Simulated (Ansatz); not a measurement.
```
CELL_PARAMETERS angstrom
      2.78472     0.00000     0.00000
      0.00000     2.81285     0.00000
      0.00000     0.00000     3.59296
ATOMIC_POSITIONS crystal
  Cu 0.00000 0.00000 0.00000
  Au 0.50000 0.50000 0.50000
```

No spin polarisation.

All numbers come from PBEsol, PAW, 420 eV (Ansatz, a first-principles code; scalar-relativistic without spin-orbit coupling). k-mesh 20×20×16 (Γ-centred); smearing 0.1 eV (Fermi–Dirac).

**Question.** Predict the band gap and stress.

**Answer.** The band gap is zero. The stress (xx, yy, zz, yz, xz, xy; compression positive) is (2.3, 1.5, 1.6, 0.0, 0.0, 0.0) GPa.

The cells carry an imposed strain or load. Whether these cells are dynamically stable was not tested. The final runs are not spin-polarised. The cell was made from CuAu (space group P4/mmm, No. 123) by this change: uniaxial strain ε_xx = −1.00 %.
